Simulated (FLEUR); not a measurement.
A self-consistent single point of AlNi (Pm-3m, 2 atoms in the cell) with FLEUR.

Method of the run: FLEUR with LDA (Perdew-Zunger), all-electron FLAPW (FLEUR), scalar-relativistic valence.

```
CELL_PARAMETERS angstrom
      2.86686     0.00000     0.00000
      0.00000     2.86686     0.00000
      0.00000     0.00000     2.86686
ATOMIC_POSITIONS crystal
  Al 0.50000 0.50000 0.50000
  Ni 0.00000 0.00000 0.00000
```

Reference input (self-consistent single point, DFT, PBE, all-electron FLAPW (FLEUR), scalar-relativistic valence): Kmax = 4.6 1/bohr; GmaxXC = 18.4 1/bohr; xcFunctional = pbe; jspins = 1; l_soc = F; mode = gauss; fermiSmearingEnergy = 0.00499791 Htr; mesh (inpgen div1-3) = 11 11 11; inpgen gamma flag = false; Gmax = 18.4 1/bohr; numbands = 0; maxIterBroyd = 15. This run's input differs from it in these lines:

```diff
@@ -14,2 +14,3 @@
 &comp jspins=1 /
+&exco xctyp='pz' /
 &kpt div1=11 div2=11 div3=11 /
@@ -26,3 +27,3 @@
       <coreElectrons ctail="T" frcor="F" kcrel="0" coretail_lmax="0"/>
-      <xcFunctional name="pbe" relativisticCorrections="F"/>
+      <xcFunctional name="pz" relativisticCorrections="F"/>
       <magnetism jspins="1"/>
```

Output, abridged:

```
 Iteration:     1   Distance:      17.11147847 me/bohr^3
 Iteration:     2   Distance:      11.44955210 me/bohr^3
 Iteration:     3   Distance:       6.41096805 me/bohr^3
 Iteration:     4   Distance:       5.99843324 me/bohr^3
 Iteration:     5   Distance:       2.18016305 me/bohr^3
   [... 6 lines left out ...]
 Iteration:    12   Distance:       0.00157357 me/bohr^3
 Iteration:    13   Distance:       0.00200657 me/bohr^3
 Iteration:    14   Distance:       0.00005302 me/bohr^3
 Iteration:    15   Distance:       0.00000697 me/bohr^3
 Run finished successfully
 Stop message:
   Structural relaxation: Done

[file out, last iteration]
             iter=     16
[...]
          total density-effective poten   -2.7809385118E+03
          total charge density-energy d   -7.8908288488E+01
 Updated energy parameters for spin:           1
[...]
 fermi energy and band-weighting factors:

[...]
FERMIE:
          first approx. to ef    (T=0)  :   0.374637 htr   (energy of the highest occ. eigenvalue)
          number of occ. states  (T=0)  :        527
          first approx. to seigv (T=0)  :  -8.383496 htr
          sum of weights of occ. states :   9.507889
          sum of semicore charge        :   0.000000 e
          fermi energy=   0.37421 har   work function= -10.18283 ev
          number of valence electrons=  19.00000
     band-weighting factor for spin=    1
   [... lines left out ...]
          total moment                 =     0.00000
 Direct bandgap for spin            1 :    2.3818982350182594E-002  Htr
 ---->    free energy=                     -1760.3618335135 htr
   [... lines left out ...]
      extrapolation for T->0
 ---->    total electron energy=           -1760.3618335135 htr
 ***** TOTAL FORCES ON ATOMS *****
 TOTAL FORCE FOR ATOM TYPE=  1  X=  2.709   Y=  2.709   Z=  2.709
                       FX_TOT= 0.000000 FY_TOT= 0.000000 FZ_TOT= 0.000000
 TOTAL FORCE FOR ATOM TYPE=  2  X=  0.000   Y=  0.000   Z=  0.000
                       FX_TOT= 0.000000 FY_TOT= 0.000000 FZ_TOT= 0.000000
 Structural relaxation: Done
```

The run converged in 15 iterations. FLEUR gives forces in its relaxation mode, with a further iteration, so its stop message speaks of a relaxation. 

The starting cell comes from a database of computed structures (which also holds hypothetical and non-ambient phases and stackings), without a prior relaxation at this level. Its lattice was rescaled by a random factor within 2.5 % of one. Spin polarisation is off. Values depend on the basis (sphere radii, cutoffs, local orbitals), which need not be converged. The log's line on a gap gives a spacing of levels on this mesh, which the program prints for metals too.
